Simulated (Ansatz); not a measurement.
## WGe (model structure, started from the CoSn type, P6/mmm, No. 191, 6 atoms in the cell)

Calculation: PBE in Ansatz (PAW).

Run with plane-wave cutoff 500 eV, 12×12×10 k mesh (along the axes of the cell as run), Fermi–Dirac smearing 0.05 eV, no spin polarisation, scalar-relativistic PAW data made under PBE.

Cell (relaxed at this level):

```
CELL_PARAMETERS angstrom
      5.42504     0.00000     0.00000
     -2.71252     4.69822     0.00000
      0.00000     0.00000     4.35498
ATOMIC_POSITIONS crystal
  W  0.50000 0.00000 0.00000
  W  0.50000 0.50000 0.00000
  W  0.00000 0.50000 0.00000
  Ge 0.00000 0.00000 0.00000
  Ge 0.33333 0.66667 0.50000
  Ge 0.66667 0.33333 0.50000
```

For WGe (model structure, started from the CoSn type, P6/mmm, No. 191, 6 atoms in the cell), the band gap is none.

Note: the relaxation could raise the start's symmetry but not lower it, so the cell can be a saddle point.

Spin–orbit coupling is not included.

The result took about 3 core-minutes (a rough figure).

A model structure was made by putting elements into a prototype or built by hand; it is no filed structure, need not be a known phase, and can be a saddle point held by its symmetry.

Ansatz is a first-principles code.
